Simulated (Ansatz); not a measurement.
Consider BAs in the zinc blende structure (space group F-43m, No. 216).

```
CELL_PARAMETERS angstrom
      0.00000     2.40467     2.40467
      2.40467     0.00000     2.40467
      2.40467     2.40467     0.00000
ATOMIC_POSITIONS crystal
  As 0.75000 0.75000 0.75000
  B  0.00000 0.00000 0.00000
```

All numbers come from Ansatz (a first-principles code) PBE, without spin-orbit coupling.

One change was made to it. Results:

```
quantity                base    after
-------------------  -------  -------
band gap             1.21 eV     zero
lattice parameter a  4.809 Å  4.982 Å
```

Task: What was done to the base?
A) As → Au
B) As → Ga
C) As → P

Result: A, As → Au. For comparison, the lattice parameter a in the other runs: As → P gives 4.548 Å; As → Ga gives 4.942 Å.

Whether these cells are dynamically stable was not tested. As relaxed here, AuB and GaB are hypothetical phases, not in the database extracts checked. All final runs are without spin polarisation.
